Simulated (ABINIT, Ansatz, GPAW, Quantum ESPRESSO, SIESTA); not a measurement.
# Be (P6_3/mmc, 4 atoms in the cell) computed with different codes at matched settings

Self-consistent single point.

```
Be
1.0
    2.31973     0.00000     0.00000
   -1.15986     2.00894     0.00000
    0.00000     0.00000     7.46374
Be
4
Direct
  0.00000   0.00000   0.00000
  0.00000   0.00000   0.50000
  0.33333   0.66667   0.25000
  0.66667   0.33333   0.75000
```

Shared settings, as Ansatz (a first-principles code) writes them: kpoints.mp_grid.grid = 6 6 2; scf.occupations.method = gaussian; scf.occupations.width = 0.136 eV. Potentials and cutoffs stand in the table.

```
code                                                                                                                                model  pressure (GPa)       cutoff
----------------  -----------------------------------------------------------------------------------------------------------------------  --------------  -----------
Quantum ESPRESSO                                                                                PBE, PSlibrary PAW (PBE) pseudopotentials          -10.19        40 Ry
ABINIT                                                                                                        PBE, PAW (JTH v2.0 PBE PAW)           -9.95       544 eV
Ansatz                                                                                                             PBE, default PAW files           -9.88      default
GPAW                                                                                         PBE, GPAW PAW datasets PBE (gpaw-data 1.0.1)           -8.69       800 eV
SIESTA            GGA PBE, numerical atomic orbitals DZP, PseudoDojo PBE standard norm-conserving potentials (rewritten from UPF to PSML)          -10.80  grid 300 Ry
```

The spread over the programs that give each value: pressure within 2.11 GPa.

SIESTA uses small atom-centred bases, whose incompleteness enters pressures, forces and empty levels differently from a plane-wave cutoff. Ansatz's pressure is given at a fixed set of plane waves, as the other plane-wave codes print theirs; with its correction for the finite basis it is -9.84 GPa. In the pressure, GPAW (by 1.23) lies more than 1 GPa from the median of the plane-wave programs.

On the base mesh (16 16 5) the same programs gave: Ansatz pressure -10.15 GPa; Quantum ESPRESSO pressure -10.46 GPa; ABINIT pressure -10.22 GPa; GPAW pressure -8.96 GPa; SIESTA pressure -10.85 GPa.

The starting cell was generated: these elements placed on a structure prototype, without a prior relaxation; it need not be a known phase or ordering of this composition. Its lattice was rescaled by a random factor within 2.5 % of one.

Left out of this page: Elk (not drawn, or without a comparable value).

Keys are those of Ansatz 0.2.
